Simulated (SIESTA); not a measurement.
Worked example: self-consistent single point of Ta₃N (P1, 4 atoms in the cell) in SIESTA.

Method: GGA PBEsol with spin-orbit coupling, numerical atomic orbitals TZP, PseudoDojo PBEsol fully relativistic norm-conserving potentials (rewritten from UPF to PSML) (SIESTA).

```
Ta3N
1.0
    3.03222     0.00000     0.00000
   -1.51611     2.62598     0.00000
    0.00000     0.00000     7.52414
Ta N
3 1
Direct
  0.02740   0.99407   0.49389
  0.33016   0.67042   0.16700
  0.65330   0.31095   0.83413
  0.98914   0.02456   0.00498
```

Reference input (self-consistent single point, DFT, GGA PBEsol, numerical atomic orbitals TZP, PseudoDojo PBEsol standard norm-conserving potentials (rewritten from UPF to PSML)): XC.functional = GGA; XC.authors = PBEsol; potentials = PseudoDojo PBEsol standard; PAO.BasisSize = TZP; PAO.EnergyShift = 0.01 Ry; MeshCutoff = 300 Ry; kgrid.MonkhorstPack = 8 8 3; OccupationFunction = FD; ElectronicTemperature = 0.1 eV; MaxSCFIterations = 150; SCF.Mixer.Method = Pulay; SCF.Mixer.Weight = 0.2. This run's input differs from it in these lines:

```diff
@@ -1,2 +1,2 @@
-# files in the folder: Ta.psml N.psml (PseudoDojo PBEsol standard)
+# files in the folder: Ta.psml N.psml (PseudoDojo PBEsol fully relativistic)
 SystemName  Ta3N
@@ -36,2 +36,9 @@
 ElectronicTemperature        0.1 eV
+Spin                         spin-orbit
+%block DM.InitSpin
+  1 0.00 0.00 0.00
+  2 0.00 0.00 0.00
+  3 0.00 0.00 0.00
+  4 0.00 0.00 0.00
+%endblock DM.InitSpin
```

Output, abridged:

```
        iscf     Eharris(eV)        E_KS(eV)     FreeEng(eV)     dDmax    Ef(eV) dHmax(eV)
   scf:    1    -5572.748782    -5595.747724    -5595.832121  0.774111 -2.263576  8.900517
     spin moment: {S} , |S| = {    0.00000    0.00000   -0.00000 }     0.00000
   scf:    2    -5599.609644    -5599.447224    -5599.539545  0.105220 -2.439793  8.688433
     spin moment: {S} , |S| = {   -0.00000    0.00000   -0.00000 }     0.00000
   scf:    3    -5600.374241    -5600.719264    -5600.811223  0.041184 -2.541169  4.136852
     spin moment: {S} , |S| = {    0.00000   -0.00000   -0.00000 }     0.00000
   [... lines left out ...]
     spin moment: {S} , |S| = {   -0.00000    0.00000    0.00000 }     0.00000
   scf:   12    -5601.620125    -5601.620082    -5601.715433  0.000025 -2.968094  0.000264
     spin moment: {S} , |S| = {    0.00000   -0.00000   -0.00000 }     0.00000
   scf:   13    -5601.620101    -5601.620083    -5601.715433  0.000025 -2.968169  0.000111
     spin moment: {S} , |S| = {   -0.00000   -0.00000    0.00000 }     0.00000
   scf:   14    -5601.620086    -5601.620083    -5601.715433  0.000003 -2.968182  0.000088
     spin moment: {S} , |S| = {    0.00000   -0.00000   -0.00000 }     0.00000
SCF Convergence by DM+H criterion
max |DM_out - DM_in|         :     0.0000028883
max |H_out - H_in|      (eV) :     0.0000882167
SCF cycle converged after 14 iterations

Using DM_out to compute the final energy and forces

siesta: E_KS(eV) =            -5601.6201

siesta: E_KS - E_eggbox =     -5601.6201

siesta: Atomic forces (eV/Ang):
     1   -0.132277    0.034377    0.720221
     2   -0.348788    0.355105    1.110103
     3   -0.506239    0.877811   -1.272676
     4    0.987825   -1.264611   -0.550764
   Tot    0.000520    0.002682    0.006884
   Max    1.272676
   Res    0.792801    sqrt( Sum f_i^2 / 3N )
   Max    1.272676    constrained

Stress tensor Voigt[x,y,z,yz,xz,xy] (kbar):       89.13       92.06      110.83        8.92       -8.14        1.19
(Free)E + p*V (eV/cell)    -5605.3554
   [... lines left out ...]
siesta: FreeEng =     -5601.715433
   [... lines left out ...]
siesta:     0.055633    0.000742   -0.005082
siesta:     0.000742    0.057461    0.005567
siesta:    -0.005082    0.005567    0.069174

siesta: Cell volume =         59.911334 Ang**3

siesta: Pressure (static):
siesta:                Solid            Molecule  Units
siesta:          -0.00066172         -0.00044729  Ry/Bohr**3
siesta:          -0.06075616         -0.04106797  eV/Ang**3
siesta:         -97.34209585        -65.79814152  kBar
```

The run converged in 14 iterations. Against the reference run the pressure goes from -7.14 to -9.73 GPa and the largest force goes from 1.717 to 1.697 eV/Å.

The starting cell comes from a database of computed structures (which also holds hypothetical and non-ambient phases and stackings), without a prior relaxation at this level. Its atoms were displaced at random from the sites of space group no. 164. Values carry the incompleteness of an atom-centred basis. With a pressure of about -10 GPa the cell is away from its equilibrium volume at this level. Forces in this geometry exceed 1 eV/Å.

Cost on one core of a shared machine: roughly 2 min.
